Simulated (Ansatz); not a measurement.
Here is the system:

```
Cu3N
1.0
    3.78094     0.00000     0.00000
    0.00000     3.78094     0.00000
    0.00000     0.00000     3.78094
Cu N
3 1
Direct
  0.50000   0.00000   0.00000
  0.00000   0.50000   0.00000
  0.00000   0.00000   0.50000
  0.00000   0.00000   0.00000
```

No spin polarisation.

Calculations: PBE, PAW, 420 eV (Ansatz, a first-principles code; spin-orbit coupling left out). Settings: 9×9×9 k-points, 0.05 eV Fermi–Dirac smearing.

### Question
Predict the pressure and space group.

### Answer
```json
{
  "pressure": "4.59 GPa",
  "space_group": "Pm-3m (No. 221)"
}
```

The cells carry an imposed strain or load. Whether these cells are dynamically stable was not tested. The final runs are not spin-polarised. The cell was made from Cu$_{3}$N (space group Pm-3m, No. 221) by this change: isotropic strain −1.20 %.
